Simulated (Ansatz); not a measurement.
ZnS (F-43m) under hydrostatic pressure (compression positive): band gap by r2SCAN with spin-orbit coupling, rigid bands (plane waves, PAW; Ansatz, a quantum-chemistry and plane-wave program). The unloaded cell, whose axes the loads refer to:

```yaml
crystal:
  lattice:
    - [0.00000, 2.67826, 2.67826]
    - [2.67826, 0.00000, 2.67826]
    - [2.67826, 2.67826, 0.00000]
  atoms:
    - { symbol: Zn, position: [0.00000, 0.00000, 0.00000] }
    - { symbol: S, position: [0.25000, 0.25000, 0.25000] }
```

```json
[
 {"hydrostatic pressure (compression positive) (GPa)": "-3", "volume per atom (Å³)": "20.03", "band gap (eV)": "2.58"},
 {"hydrostatic pressure (compression positive) (GPa)": "-2", "volume per atom (Å³)": "19.73", "band gap (eV)": "2.65"},
 {"hydrostatic pressure (compression positive) (GPa)": "-1", "volume per atom (Å³)": "19.46", "band gap (eV)": "2.71"},
 {"hydrostatic pressure (compression positive) (GPa)": "0", "volume per atom (Å³)": "19.21", "band gap (eV)": "2.77"},
 {"hydrostatic pressure (compression positive) (GPa)": "1", "volume per atom (Å³)": "18.97", "band gap (eV)": "2.83"},
 {"hydrostatic pressure (compression positive) (GPa)": "2", "volume per atom (Å³)": "18.76", "band gap (eV)": "2.88"},
 {"hydrostatic pressure (compression positive) (GPa)": "4", "volume per atom (Å³)": "18.35", "band gap (eV)": "2.99"},
 {"hydrostatic pressure (compression positive) (GPa)": "6", "volume per atom (Å³)": "17.99", "band gap (eV)": "?"}
]
```

Question: Fit a straight line to band gap against the load over the rows given, and predict the row at 6 GPa.

Answer: The means are x̄ = 0.143 GPa and ȳ = 2.7729; Σ(x − x̄)(y − ȳ) = 2.027 and Σ(x − x̄)² = 34.86, so the slope is 58.2 meV per GPa, and the rows given lie within 10 meV of the line. At 6 GPa the line gives 3.11 eV; the calculation gives 3.08 eV, 1.1 % from it.

Question: With all rows, what volume deformation potential dE_g/d ln V follows?

Answer: A line through E_g against ln V has the slope -4.7 eV, so the gap opens under compression.

 Stresses and pressures are the targets of the relaxation. Gaps are resolved to about 0.01 eV. The structure type is held at every load. Geometry: cell and atoms relaxed with PBEsol.
